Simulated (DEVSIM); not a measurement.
Device: abrupt Ge p-n junction, at 400 K.

```tsv
layer (left to right)	material	thickness (μm)	Nd (cm⁻³)	Na (cm⁻³)	τn (s)	τp (s)
1	Ge	0.140	-	1.3e17	0.0003	0.0003
2	Ge	100	1.9e17	-	0.0003	0.0003
```

Left contact: ohmic. Right contact: ohmic. Voltage is applied to the left contact. Recombination: SRH at mid-gap, Auger. Mobility is constant in doping.

Constants are typed, rounded textbook-type inputs, not results; the design itself was drawn at random and stands for no fabricated device. Values at 300 K; Nc and Nv go as T^1.5, mobilities as T to minus their exponent, the gap by Varshni's rule with the affinity fixed.

```tsv
parameter	Ge
gap (eV)	0.664
affinity (eV)	4
permittivity	16
Nc (cm⁻³)	1.04e19
Nv (cm⁻³)	6e18
μn (cm²/Vs)	3900
μp (cm²/Vs)	1900
T exponent of μn	1.66
T exponent of μp	2.33
Cn (cm⁶/s)	1e-31
Cp (cm⁶/s)	1e-31
Varshni α (eV/K)	0.000477
Varshni β (K)	235
```

Model (solved in DEVSIM): 1D drift-diffusion, Boltzmann statistics, complete ionisation; no tunnelling, impact ionisation, image-force lowering or self-heating.

The thickness of layer 1 was swept, all else fixed.

```json
[
 {"thickness of layer 1 (μm)": "0.028", "largest field in the device at zero bias (V/cm)": "75000"},
 {"thickness of layer 1 (μm)": "0.049", "largest field in the device at zero bias (V/cm)": "68000"},
 {"thickness of layer 1 (μm)": "0.084", "largest field in the device at zero bias (V/cm)": "67000"},
 {"thickness of layer 1 (μm)": "0.14", "largest field in the device at zero bias (V/cm)": "67000"},
 {"thickness of layer 1 (μm)": "0.24", "largest field in the device at zero bias (V/cm)": "67000"},
 {"thickness of layer 1 (μm)": "0.42", "largest field in the device at zero bias (V/cm)": "67000"},
 {"thickness of layer 1 (μm)": "0.7", "largest field in the device at zero bias (V/cm)": "67000"}
]
```

From the first row to the last the largest field in the device at zero bias goes from 75000 to 67000.
